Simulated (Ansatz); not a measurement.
Here is the system:

```
MgTe
1.0
    4.56100     0.00000     0.00000
   -2.28050     3.94994     0.00000
    0.00000     0.00000     7.41100
Mg Te
2 2
Cartesian
  0.00000   2.63329   7.38568
  2.28050   1.31665   3.68018
  0.00000   2.63329   2.76739
  2.28050   1.31665   6.47289
```

Calculation: PBEsol with spin-orbit coupling, rigid bands (plane waves, PAW; Ansatz, a first-principles code). Condition of this run: spin-orbit coupling switched on. Geometry: cell and atoms relaxed with PBEsol.

What conductivity effective mass do dilute electrons have at 300 K?

0.180 (x), 0.180 (y), 0.161 (z) mₑ.

Predict the hole conductivity mass (n e² τ/σ) at 300 K, by direction if it differs.

1.34 (x), 1.34 (y), 0.89 (z) mₑ.

And the band gap?

2.13 eV at this level; semilocal functionals usually fall short of the measured gap.

Rigid bands, one relaxation time for all states, no polarons.
